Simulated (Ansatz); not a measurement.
# PBE against r2SCAN: CdS, pressure −2 GPa

Start from CdS in the zinc blende structure (space group F-43m, No. 216; a = 5.927 Å).

(Cell as relaxed with PBE.)

Levels (all Ansatz, a quantum-chemistry and plane-wave program, PAW, earlier PAW set): PBE (420 eV, no spin-orbit coupling); r2SCAN (500 eV, spin-orbit coupling left out).

Each level relaxes its own structure.

```
base                         PBE       r2SCAN
-------------------  -----------  -----------
volume per atom         26.03 Å³     25.40 Å³
lattice parameter a  11.201 bohr  11.110 bohr
band gap                 1.04 eV      1.54 eV
```

Modification: a negative pressure, −2 GPa.

```json
[
 {"quantity": "electron mass", "PBE": "0.11 mₑ (at Γ)", "r2SCAN": "0.15 mₑ (at Γ)"},
 {"quantity": "volume per atom", "PBE": "27.12 Å³", "r2SCAN": "26.32 Å³"},
 {"quantity": "shift of the gap caused by the change", "PBE": "-0.09 eV", "r2SCAN": "-0.08 eV"},
 {"quantity": "band gap", "PBE": "0.95 eV", "r2SCAN": "1.46 eV"},
 {"quantity": "gap character", "PBE": "direct at Γ", "r2SCAN": "direct at Γ"}
]
```

PBE's volume per atom lies 0.80 Å³ above r2SCAN's (3.1 %); PBE's band gap lies 0.51 eV below r2SCAN's; the two agree on the gap character. Neither level is exact; r2SCAN is the comparison here, not a measurement.

Load acts through the strain it causes; cell and atoms are relaxed under it. Effective masses come from finite differences of ±0.01 Å⁻¹. Stability against distortions was not tested.
